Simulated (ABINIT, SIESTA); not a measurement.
An ABINIT input for a self-consistent single point of MgSn₅ (R32, 6 atoms in the cell) (DFT, PBEsol, plane waves, norm-conserving pseudopotentials (PseudoDojo nc-sr-04 PBEsol standard)):

```
# MgSn5, PseudoDojo nc-sr-04 PBEsol standard
pp_dirpath "./"
pseudos "Mg.upf, Sn.upf"
acell 3*1.0 Angstrom
rprim
         2.7857943616    1.6083788894    5.4507810694
        -2.7857943616    1.6083788894    5.4507810694
         0.0000000000   -3.2167584843    5.4507808612
natom 6
ntypat 2
znucl 12 50
typat 1 2 2 2 2 2
xcart
         0.0000000000   -0.0000006667   15.4507248830
         1.6902055918    3.0393956056   10.3004833865
        -3.4772969874   -0.0559374893   10.3004832529
         1.7870913956   -2.9834594495   10.3004831266
         0.0000000000   -0.0000002219    5.1416613251
         0.0000000000   -0.0000011115   25.7597884408
ecut 42
occopt 3
tsmear 0.1 eV
nband 51
kptopt 1
ngkpt 4 4 4
nshiftk 1
shiftk 0 0 0
nstep 60
toldfe 1.0e-09
prtwf 0
prtden 0
prtvol 1
enunit 1
```

### Question
Translate this input to SIESTA.

### Answer
One input that does it (others would too):

```
# files in the folder: Mg.psml Sn.psml (PseudoDojo PBEsol standard)
SystemName  MgSn5
SystemLabel siesta

NumberOfAtoms                6
NumberOfSpecies              2
%block ChemicalSpeciesLabel
  1 12 Mg
  2 50 Sn
%endblock ChemicalSpeciesLabel
LatticeConstant              1.0 Ang
%block LatticeVectors
     2.785794000    1.608379000    5.450781000
    -2.785794000    1.608379000    5.450781000
     0.000000000   -3.216759000    5.450781000
%endblock LatticeVectors
AtomicCoordinatesFormat      Bohr
%block AtomicCoordinatesAndAtomicSpecies
     0.000000000   -0.000000945   15.450724883  1
     1.690205372    3.039395815   10.300483255  2
    -3.477296536   -0.055937682   10.300483255  2
     1.787091164   -2.983460022   10.300483255  2
     0.000000000   -0.000000314    5.141661325  2
     0.000000000   -0.000001575   25.759788441  2
%endblock AtomicCoordinatesAndAtomicSpecies

XC.functional                GGA
XC.authors                   PBEsol
PAO.BasisSize                DZP
PAO.EnergyShift              0.01 Ry
MeshCutoff                   300 Ry
%block kgrid.MonkhorstPack
    4   0   0  0.0
    0   4   0  0.0
    0   0   4  0.0
%endblock kgrid.MonkhorstPack
OccupationFunction           FD
ElectronicTemperature        1160.45 K

MaxSCFIterations             150
SCF.Mixer.Method             Broyden
SCF.Mixer.Weight             0.25
SCF.Mixer.History            8
SCF.DM.Tolerance             1.0E-04
Diag.ParallelOverK           true
WriteForces                  true
Charge.Mulliken              end
```

Basis, cutoffs, solver keys and any potentials are the target program's own. This input uses DFT, GGA PBEsol, numerical atomic orbitals DZP, PseudoDojo PBEsol standard norm-conserving potentials (rewritten from UPF to PSML).

The starting cell comes from a database of computed structures (which also holds hypothetical and non-ambient phases and stackings), without a prior relaxation at this level. Its lattice was rescaled by a random factor within 2.5 % of one. For this run, on top of that: lattice scaled by 0.98.
